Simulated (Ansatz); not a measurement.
Consider ZnS in the wurtzite structure (space group P6_3mc, No. 186; a = 3.845 Å, c = 6.306 Å). Axes: x lies along a and z along c of the hexagonal cell.

Calculations: plane-wave PAW DFT at the PBE level (Ansatz, a program for electronic structure, 420 eV), without spin-orbit coupling.

For the base:

| Quantity | Value |
|---|---|
| Gap character | direct at Γ |
| Pressure | 0.00 GPa |
| Electron mass | 0.16 mₑ along c, 0.18 mₑ across (at Γ) |

Perturbation: uniaxial strain ε_zz = +3.61 %, all other strain components held at zero, atoms relaxed at fixed cell.

Q: Predict the new gap character.

A: The gap character stays direct at Γ.

Q: How does this affect the pressure?

A: The pressure (mean of the normal stresses, compression positive) goes from zero to -2.29 GPa.

Q: What does the calculation give for the electron mass after the change?

A: The electron mass goes from 0.16 mₑ along c, 0.18 mₑ across (at Γ) to 0.14 mₑ along z, 0.18 mₑ across (at Γ).

Effective masses come from finite differences of ±0.01 Å⁻¹. Stability against distortions was not tested.
